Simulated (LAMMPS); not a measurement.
Pressure dependence of Si (diamond structure) at 1010 K, from the crystal.

Computed with MD with a machine-learned potential, pair style snap, file Si_Zuo_JPCA2020.snap (LAMMPS).

```tsv
P (GPa)	state	volume	coordination number
0	crystal; no diffusion seen in 9.0 ps	20.623 ± 0.006 Å³/atom	4.00 (counted to 3.10 Å)
2	crystal; no diffusion seen in 9.0 ps	20.111 ± 0.009 Å³/atom	4.00 (counted to 3.02 Å)
5	crystal; no diffusion seen in 9.0 ps	19.396 ± 0.006 Å³/atom	4.00 (counted to 2.98 Å)
```

Caution (rows 2; 5): a run this short can hold a crystal over, or a liquid under, the potential's own melting point, which these runs don't give.

Estimate the isothermal bulk modulus at zero pressure. A parabola P(ln V) through the three points gives −dP/d ln V = 78 GPa at zero pressure.

States go by the mean squared displacement: a species diffuses where it passes 1.5 Å², still rises and gives D over 1e-6 cm²/s; a crystal has left its structure where atoms lie 0.35 Å off their sites on average or a cubic box changes its shape by 3 %, or the axial ratios of another lie 8 % off the starting cell's, which the potential's own relaxation can also do.

Uncertainties are statistical and leave out the potential's own error.
